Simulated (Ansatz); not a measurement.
An Ansatz (a quantum-chemistry and plane-wave program) run: W with a change (tensor shear ε_xy = +1.14 %); LDA (Ansatz, PAW, without spin-orbit coupling).

Input:

Ansatz 0.2 input:
```yaml
crystal:
  lattice:
    - [-1.5497758257, 1.5497758257, 1.5676470016]
    - [1.5497758257, -1.5497758257, 1.5676470016]
    - [1.5855181774, 1.5855181774, -1.5676470016]
  atoms:
    - { symbol: W, position: [0, 0, 0] }
basis: { ecutwfc: 420, ecutrho_ratio: 4, xc_grid: 2, fft_grid_basis: typed }
kpoints: { mp_grid: { grid: [29, 29, 29] } }
hamiltonian:
  xc: lda
  dispersion: none
  pseudopotentials: { kind: paw }
scf: { occupations: { method: fermi_dirac, width: 0.1 }, convergence: { dr2_threshold: 0.0000000001 } }
relax: { f_tol: 0.005, max_steps: 50 }
output: { forces: true, stress: true }
checkpoint: { write: state.ck, write_every: 1000 }
```

Output:

```
Relaxation: its limit of steps is 50 (relax.max_steps)
WARN ansatz: RAYON_NUM_THREADS=1 ignored (pool sized by the plan → 1); use --threads N
Pseudopotentials: kind: paw
Pseudopotential: W, paw, valence charge 14
Functional definition: SPW92
Crystal: 1 atoms, lattice volume = 15.408 Å³
Basis set: ecut = 420 eV, 321 PW (Γ), exchange–correlation on 40×40×40 points (8 copies of the dense FFT grid, shifted against one another)
Bands: 11, of which v1, the nominal top of the filled ones, is band 7 counted from 1 (6 counted from 0)
Symmetry: 8 space group operations
Space group: Fmmm (ITA 69), of the structure as read, at distance tolerance 2.5e-5 Å
k-points: 3375 of 24389
PAW frozen core: W, regenerated for the run's functional, and the local potential with it
Initial density: superposition of atomic densities (neutral atoms: chi_scale 0, normalization atom), corrected by the library's trained network
Initial wavefunctions: pseudopotential atomic-orbital guess
Eigensolver: davidson
Functional: x = slater, c = lda
SCF iter   1: F=—  HF=-10129.851254 eV  |F-HF|=—  |Δ(HF+E_count)|=         —  Δρ=4.93e-3  dr2=2.51e-3  ethr=1.77e-3  ⟨swp⟩=5.0  Hψ=194825  notcnv=0
all-band conjugate gradients solve this SCF's bands
preconditioner: auto → none
SCF iter   2: F=—  HF=-10129.850192 eV  |F-HF|=—  |Δ(HF+E_count)|=   1.06e-3  Δρ=2.12e-3  dr2=2.49e-4  ethr=1.79e-5  ⟨swp⟩=1.8  Hψ=70717  notcnv=0
SCF iter   3: F=—  HF=-10129.850201 eV  |F-HF|=—  |Δ(HF+E_count)|=   9.05e-6  Δρ=5.44e-4  dr2=1.09e-5  ethr=1.78e-6  ⟨swp⟩=2.1  Hψ=45485  notcnv=0
SCF iter   4: F=—  HF=-10129.850204 eV  |F-HF|=—  |Δ(HF+E_count)|=   2.50e-6  Δρ=4.01e-5  dr2=1.92e-7  ethr=7.81e-8  ⟨swp⟩=1.9  Hψ=51452  notcnv=0
SCF iter   5: F=—  HF=-10129.850203 eV  |F-HF|=—  |Δ(HF+E_count)|=   2.74e-7  Δρ=3.55e-6  dr2=5.92e-10  ethr=1.37e-9  ⟨swp⟩=2.0  Hψ=55944  notcnv=0
SCF iter   6: F=-10129.850203 eV  HF=-10129.850203 eV  |F-HF|=5.46e-12  |Δ(HF+E_count)|=  2.18e-11  Δρ=3.62e-7  dr2=1.39e-11  ethr=1.00e-12  ⟨swp⟩=5.0  Hψ=130195  notcnv=0
SCF 1 converged in 6 iterations: F = -10129.850203 eV  dr2 = 1.39e-11
relax step   1: F+E_penalty+E_count = -10129.85020349 eV  Δ(F+E_penalty+E_count) = +0.000e0 eV  max|allowed force component| = 0.000e0 eV/Å  Δτ_max = 0.0000 Å  (6 SCF iters, accepted)
SCF converged after 6 iterations
Free energy (F): -10129.850203 eV
Harris-Foulkes:  -10129.850203 eV  (|F-HF|=5.46e-12)
Internal energy: -10129.833898 eV  (E = F + TS)
E sigma→0 (E₀):  -10129.842051 eV
Entropy (-TS):   -0.016306 eV (-16.306 meV/atom)
Fermi energy:    23.013900 eV
--- Per-component energies (eV) ---
  E_band       = -76.192328
  E_kinetic    = 452.084411
  E_local      = -585.776394  (includes V_loc(G=0)·N_el)
  E_nonlocal   = 6.379081
  E_hartree    = 210.563053
  E_xc         = -265.662043
  E_vxc        = -239.730835  (∫ρ·V_xc dr)
  E_paw        = -8309.737514  (= ΣΔE_a)
  E_vpaw       = -130.274657  (= ΣTr[D̂ρ^β])
  E_aug_tail   = -0.000062  (compensation charges beyond the density's cutoff)
  E_ewald      = -1637.967582
  E_core_change = 0.283153  (= ΣΔE_core)
  E_smearing   = -0.016306  (= −TS)
  E_closure    = 0.000000  (closes the sum)
  Σ components = -10129.850203   (vs F -10129.850203, Δ=0.00e0)
  [band-id]    e_kinetic+e_local+e_nonlocal+2·e_hartree+e_vxc+e_vpaw+e_augmentation_tail = -76.192352   (vs E_band -76.192328, Δ=-2.41e-5)
--- Forces (eV/Å), atoms counted from 1 ---
  atom   1  W      0.00000000     0.00000000     0.00000000
  max |Σ_I F_I| component: 4.62e-33 eV/Å
--- Stress (GPa, compression-positive) ---
        0.132115      -3.423060       0.000000
       -3.423060       0.132115      -0.000000
        0.000000      -0.000000       0.176408
  P = ⅓ Tr σ = 0.1469 GPa (1.469 kbar)
  The stress holds the Pulay correction. Without it, at fixed plane waves, as pw.x and ABINIT print it: P = 0.1057 GPa
  The stress includes an estimate of the error left by incomplete SCF convergence (largest component -0.0004 GPa).
--- Band table ---
  band table: none
--- Relaxed structure (1 steps of the walk, 1 accepted, 0 SCFs on fresh bases) ---
  F+E_penalty+E_count = -10129.85020349 eV   max|allowed force component| = 0.000e0 eV/Å
  atoms:
    - { symbol: W, position: [0.0, 0.0, 0.0] }
```

The cells carry an imposed strain or load. Whether these cells are dynamically stable was not tested. The final runs are not spin-polarised. The cell was made from W in the bcc (W type) structure (space group Im-3m, No. 229) by this change: tensor shear ε_xy = +1.14 %.
